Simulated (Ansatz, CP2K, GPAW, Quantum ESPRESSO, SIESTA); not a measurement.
## One structure in several programs: Mg2NiH4 (Imm2, 7 atoms in the cell)

Self-consistent single point, at a second geometry (lattice scaled by 0.98). First geometry:

```yaml
crystal:
  lattice:
    - [-2.26262, 3.16457, 2.29178]
    - [2.26262, -3.16457, 2.29178]
    - [2.26262, 3.16457, -2.29178]
  atoms:
    - { symbol: Mg, position: [0.75963, 0.50929, 0.25034] }
    - { symbol: Mg, position: [0.25895, 0.50929, 0.74966] }
    - { symbol: Ni, position: [0.03845, 0.03845, 0.00000] }
    - { symbol: H, position: [0.18065, 0.94860, 0.23205] }
    - { symbol: H, position: [0.71655, 0.94860, 0.76795] }
    - { symbol: H, position: [0.25688, 0.99543, 0.73855] }
    - { symbol: H, position: [0.25688, 0.51833, 0.26145] }
```

Shared settings, as Ansatz (a quantum-chemistry and plane-wave program) writes them: kpoints.mp_grid.grid = 7 7 7; scf.occupations.method = fermi_dirac; scf.occupations.width = 0.05 eV. Potentials and cutoffs stand in the table.

| code | model | ΔF from the first geometry (meV/atom) | pressure (GPa) | largest force (eV/Å) | gap on the mesh (eV) | cutoff |
|---|---|---|---|---|---|---|
| Ansatz | LDA (PW92), PAW files made with PBE | -5.7 | 0.95 | 0.121 | 0.270 | default |
| SIESTA | LDA PW92, numerical atomic orbitals TZP, PseudoDojo LDA standard norm-conserving potentials (rewritten from UPF to PSML) | -3.3 | 1.94 | 0.110 | 0.241 | grid 300 Ry |
| CP2K | LDA (Pade form), GPW, DZVP-MOLOPT-SR-GTH basis, GTH-PADE potentials (GTH_POTENTIALS) | -2.4 | 2.18 | – | – | grid 1000 Ry |
| GPAW | LDA (Perdew-Wang 92), GPAW PAW datasets LDA (gpaw-data 1.0.1) | -5.6 | 1.09 | 0.110 | 0.285 | 800 eV |
| Quantum ESPRESSO | LDA (PZ), GBRV 1.5 ultrasoft (LDA) pseudopotentials | -5.0 | 1.22 | 0.154 | 0.268 | 50 Ry |

Size of the force on each atom (eV/Å): Sizes of forces hide their directions.

```tsv
code	Mg1	Mg2	Ni3	H4	H5	H6	H7
Ansatz	0.083	0.083	0.093	0.113	0.113	0.121	0.121
SIESTA	0.083	0.085	0.004	0.101	0.103	0.108	0.110
GPAW	0.087	0.087	0.091	0.105	0.105	0.110	0.110
Quantum ESPRESSO	0.082	0.082	0.125	0.148	0.148	0.154	0.154
```

A dash marks a value that a program does not give, or that is left out as unsure.

No gap is tabulated for CP2K: it is not read from that output, or partly filled or unconverged empty levels leave it unsure.

Gaps are read on the mesh.

On Ansatz's run: spin polarisation is off.

The spread over the programs that give each value: ΔF from the first geometry within 3.3 meV/atom; pressure within 1.23 GPa; largest force within 0.044 eV/Å; gap on the mesh within 0.044 eV.

SIESTA and CP2K use small atom-centred bases, whose incompleteness enters pressures, forces and empty levels differently from a plane-wave cutoff. Ansatz's pressure is given at a fixed set of plane waves, as the other plane-wave codes print theirs; with its correction for the finite basis it is 1.07 GPa. The same LDA comes in different parametrisations, which differ slightly. In the pressure, CP2K (by 1.08) lies more than 1 GPa from the median of the plane-wave programs. In the force vectors, SIESTA (by 0.209) lies more than 0.08 eV/Å from the median of the plane-wave programs.

The starting cell comes from a database of computed structures (which also holds hypothetical and non-ambient phases and stackings), without a prior relaxation at this level. For this run, on top of that: lattice scaled by 0.98.

Left out of this page: ABINIT (with a known weakness of the program).

Keys are those of Ansatz 0.2.
